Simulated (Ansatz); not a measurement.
The parent structure is InAs in the zinc blende structure (space group F-43m, No. 216).

```
InAs
1.0
    0.00000     3.01303     3.01303
    3.01303     0.00000     3.01303
    3.01303     3.01303     0.00000
In As
1 1
Direct
  0.00000   0.00000   0.00000
  0.25000   0.25000   0.25000
```

Level of theory: LDA (Ansatz, a first-principles code, PAW, no spin-orbit coupling).

Base values:

| Quantity | Result |
|---|---|
| Shortest interatomic distance | 2.609 Å |
| Band gap | zero |

It is then changed as follows: cell and atoms relaxed at a pressure of 2.1 GPa.

**Question.** Estimate the effect on the shortest interatomic distance and band gap.

**Answer.** The shortest interatomic distance decreases by 0.0278 Å, from 2.609 Å to 2.582 Å; the band gap remains zero.

A case with no gap was solved on a k-mesh chosen for an insulator, which is coarse for it. Load acts through the strain it causes; cell and atoms are relaxed under it. No phonon test of stability was made. Tetrahedral semiconductors of this kind turn to denser phases somewhere between about 1 and 50 GPa; those were not computed, so compressed cells here can lie past the real transition. All final runs are without spin polarisation. A zero or small gap of InAs can be the functional's error rather than a property of the material.
